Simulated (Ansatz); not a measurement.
Base system: BN in the h-BN type structure (space group P6_3/mmc, No. 194; a = 2.506 Å, c = 6.615 Å; layered, stacked along the Cartesian z axis).

(Cell as relaxed with PBE-D3(BJ).)

Levels (all Ansatz, an electronic-structure program, PAW): PBE-D3(BJ) (420 eV, scalar-relativistic without spin-orbit coupling); r2SCAN+rVV10 (500 eV, no spin-orbit coupling).

Each level relaxes its own structure.

```
base                 PBE-D3(BJ)  r2SCAN+rVV10
-------------------  ----------  ------------
volume per atom         9.00 Å³       8.83 Å³
lattice parameter a     2.506 Å       2.501 Å
band gap                4.24 eV       4.74 eV
```

Perturbation: full substitution N → O; the structure is relaxed again.

```csv
quantity,PBE-D3(BJ),r2SCAN+rVV10
shortest interatomic distance,1.470 Å,1.463 Å
c/a ratio,2.766,2.808
band gap,zero,zero
```

PBE-D3(BJ)'s shortest interatomic distance lies 0.007 Å above r2SCAN+rVV10's (0.5 %); PBE-D3(BJ)'s c/a ratio lies 0.0413 below r2SCAN+rVV10's; the two agree on the band gap. Neither level is exact; r2SCAN+rVV10 is the comparison here, not a measurement.

The magnetic state is the one reached from the starting moments; the real material's order can differ, and small cells can't hold many antiferromagnetic ones. No phonon test of stability was made.
